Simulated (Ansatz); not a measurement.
A relaxation of cell and atoms of TiZn (Pm-3m, 2 atoms in the cell) with Ansatz (a program for electronic structure).

Computed with PBEsol, default PAW files made with PBE (plane waves; Ansatz).

The change in words: atoms on their sites; basis.ecutwfc: 420 eV → 840 eV; relax: default → cell and atoms. Reference geometry:
```xyz
2
Lattice="3.1331 0.0000 0.0000 0.0000 3.1331 0.0000 0.0000 0.0000 3.1331" Properties=species:S:1:pos:R:3 pbc="T T T"
Ti     1.5666     1.5666     1.6166
Zn     0.0000     0.0000     0.0000
```

Reference input (self-consistent single point, DFT, PBEsol, plane waves, default PAW files made with PBE): basis.ecutwfc = 420 eV; kpoints.mp_grid.grid = 11 11 11; hamiltonian.xc = pbesol; hamiltonian.pseudopotentials = {kind: paw} (the program's default PAW files); scf.occupations.method = gaussian; scf.occupations.width = 0.1 eV. This run's input differs from it in these lines:

Ansatz 0.2 input:
```diff
@@ -6,6 +6,6 @@
   atoms:
-    - { symbol: Ti, position: [0.50000000, 0.50000000, 0.51595900] }
+    - { symbol: Ti, position: [0.50000000, 0.50000000, 0.50000000] }
     - { symbol: Zn, position: [0.00000000, 0.00000000, 0.00000000] }
 basis:
-  ecutwfc: 420.0
+  ecutwfc: 840.0
 kpoints:
@@ -17,2 +17,4 @@
   occupations: { method: gaussian, width: 0.1 }
+relax:
+  cell: {}
 output:
```

The program printed (abridged):

```
   [... SCF lines of the steps left out ...]
relax step   1: F+E_penalty+E_count = -5755.22513450 eV  Δ(F+E_penalty+E_count) = +0.000e0 eV  max|allowed force component| = 7.560e-29 eV/Å  Δτ_max = 0.0000 Å  P = -3.852 GPa  Ω = 30.756 Å³  (6 SCF iters, dr2 threshold 1.00e-7 eV, accepted)
relax step   2: F+E_penalty+E_count = -5755.23620026 eV  Δ(F+E_penalty+E_count) = -1.107e-2 eV  max|allowed force component| = 4.659e-30 eV/Å  Δτ_max = 0.0000 Å  P = +1.266 GPa  Ω = 29.485 Å³  energy of the carried Pulay correction = +2.597e-5 eV  [...]
relax step   3: F+E_penalty+E_count = -5755.23731913 eV  Δ(F+E_penalty+E_count) = -1.119e-3 eV  max|allowed force component| = 1.832e-30 eV/Å  Δτ_max = 0.0000 Å  P = -0.070 GPa  Ω = 29.789 Å³  energy of the carried Pulay correction = +1.958e-5 eV  [...]
relax step   4: F+E_penalty+E_count = -5755.23732300 eV  Δ(F+E_penalty+E_count) = -3.866e-6 eV  max|allowed force component| = 2.169e-30 eV/Å  Δτ_max = 0.0000 Å  P = -0.001 GPa  Ω = 29.773 Å³  energy of the carried Pulay correction = +1.991e-5 eV  [...]
relax step   5: F+E_penalty+E_count = -5755.23730326 eV  Δ(F+E_penalty+E_count) = +1.973e-5 eV  max|allowed force component| = 1.003e-30 eV/Å  Δτ_max = 0.0000 Å  P = -0.001 GPa  Ω = 29.773 Å³  stress off target by 1.16e-3 GPa  SCF on the basis [...]
basis re-selected at this cell: Δ(F+E_penalty+E_count) = +1.973e-5 eV, ΔP = -0.000 GPa vs the last step
the relaxation is at rest under the 48 symmetry operations that the run kept from its start: a minimum is not shown …
Stability not checked: this state was not tested for a lower state beside it, because too few of the mixer's solves of this state at the end of the SCF gave a …
Free energy (F): -5755.237303 eV
Internal energy: -5755.235323 eV  (E = F + TS)
   [... lines left out ...]
Fermi energy:    13.295554 eV
   [... lines left out ...]
  cell:  # Å, volume = 29.7731 Å³
    - [3.099379831723549, -4.49383653690355e-34, 5.135813185032629e-34]
    - [-4.49383653690355e-34, 3.099379831723549, 3.209883240645393e-35]
    - [8.987673073807101e-34, 3.209883240645393e-35, 3.099379831723549]
  atoms:
    - { symbol: Ti, position: [0.5, 0.5, 0.5] }
    - { symbol: Zn, position: [-1.3113603170851379e-33, 5.737201387247522e-34, -8.196001981781411e-35] }
```

The run converged.  The full log also holds: “iter 4 did not close the SCF: its close was put off for the readings that it lacked (scf_convergence_deferred on its scf_iter line)”. The full log also holds: “iter 4 did not close the SCF: its close was put off for the readings that it lacked (scf_convergence_deferred on its scf_iter line)”.

Summary of the result:
- Free energy E − TS (on the zero of these files) = -5755.2373 eV
- Pressure = 0.00 GPa
- Final cell = a = b = c = 3.099 Å, α = β = γ = 90.00°
- Final volume per atom = 14.89 Å³
- Relaxation steps = 5

The starting cell comes from a database of computed structures (which also holds hypothetical and non-ambient phases and stackings), without a prior relaxation at this level. Its lattice was rescaled by up to half a per cent. Spin polarisation is off. The relaxation keeps the symmetry of its start, so its end need not be a minimum. Ansatz's pressure includes its estimate of the finite-basis (Pulay) stress.
